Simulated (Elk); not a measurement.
Worked example: self-consistent single point of PdIn (Pm-3m, 2 atoms in the cell) in Elk.

Method: PBE, all-electron FP-LAPW, Elk's shipped species files, LAPW+lo basis (Elk).

The change in words: lattice scaled by 0.98. Reference geometry:
```yaml
crystal:
  lattice:
    - [3.28152, 0.00000, 0.00000]
    - [0.00000, 3.28152, 0.00000]
    - [0.00000, 0.00000, 3.28152]
  atoms:
    - { symbol: In, position: [0.50000, 0.50000, 0.50000] }
    - { symbol: Pd, position: [0.00000, 0.00000, 0.00000] }
```

Reference input (self-consistent single point, DFT, PBE, all-electron FP-LAPW, Elk's shipped species files, LAPW+lo basis): xctype = 20; rgkmax = 7.5; stype = 3; swidth = 0.00499791 Ha; ngridk = 13 13 13; gmaxvr = 14 1/bohr; nxoapwlo = 1; rmtscf = 0.97. This run's input differs from it in these lines:

```diff
@@ -25,5 +25,5 @@
 avec
-    6.2011835211    0.0000000000    0.0000000000
-    0.0000000000    6.2011835211    0.0000000000
-    0.0000000000    0.0000000000    6.2011835211
+    6.0771589058    0.0000000000    0.0000000000
+    0.0000000000    6.0771589058    0.0000000000
+    0.0000000000    0.0000000000    6.0771589058
```

The program printed (abridged):

```
│ Self-consistent loop started │
│ Loop number : 1 │
 total energy                :     -10921.6535722
│ Loop number : 2 │
 total energy                :     -10922.3762480
RMS change in Kohn-Sham potential (target) :   0.3458058554     (  0.1000000000E-05)
Absolute change in total energy (target)   :   0.7226758271     (  0.1000000000E-03)
│ Loop number : 3 │
 total energy                :     -10926.0287538
RMS change in Kohn-Sham potential (target) :   0.2600779273     (  0.1000000000E-05)
Absolute change in total energy (target)   :    3.833174751     (  0.1000000000E-03)
│ Loop number : 4 │
   [... lines left out ...]
Absolute change in total energy (target)   :   0.4853960563E-03 (  0.1000000000E-03)
│ Loop number : 15 │
 total energy                :     -10930.5292334
RMS change in Kohn-Sham potential (target) :   0.5212675743E-06 (  0.1000000000E-05)
Absolute change in total energy (target)   :   0.1014869777E-03 (  0.1000000000E-03)
│ Loop number : 16 │
 total energy                :     -10930.5292027
RMS change in Kohn-Sham potential (target) :   0.1030409467E-06 (  0.1000000000E-05)
Absolute change in total energy (target)   :   0.5373743988E-05 (  0.1000000000E-03)
Convergence targets achieved

│ Loop number : 17 │

Energies :
 Fermi                       :     0.353713779533
 total energy                :     -10930.5291957

Density of states at Fermi energy :    17.97719485
 (states/Hartree/unit cell)

Estimated indirect band gap :   0.1019531944E-02
 from k-point     16 to k-point     60
Estimated direct band gap   :   0.1753129586E-01
 at k-point     74

Charges :
 core                        :    58.00000000
 valence                     :    37.00000000
 interstitial                :    2.668510627
 muffin-tins (core leakage)
  species :    1 (In)
   atom    1                 :    47.29750663     (  0.2034253770E-03)
  species :    2 (Pd)
   atom    1                 :    45.03398275     (  0.8316522582E-08)
 total in muffin-tins        :    92.33148937
 total calculated charge     :    95.00646326
 total charge                :    95.00000000
 error                       :   0.6463257643E-02

│ Self-consistent loop stopped │
```

The run converged in 17 iterations. The count includes the last loop, which Elk runs after its targets are met. Against the reference run the free energy goes up by 39.6 meV/atom.

The starting cell has typed, rounded lattice constants, without a prior relaxation at this level. Its lattice was rescaled by a random factor within 2.5 % of one. For this run, on top of that: lattice scaled by 0.98. Spin polarisation is off. Values depend on the basis (sphere radii, cutoffs, local orbitals), which need not be converged. The log's line on a gap gives a spacing of levels on this mesh, which the program prints for metals too.
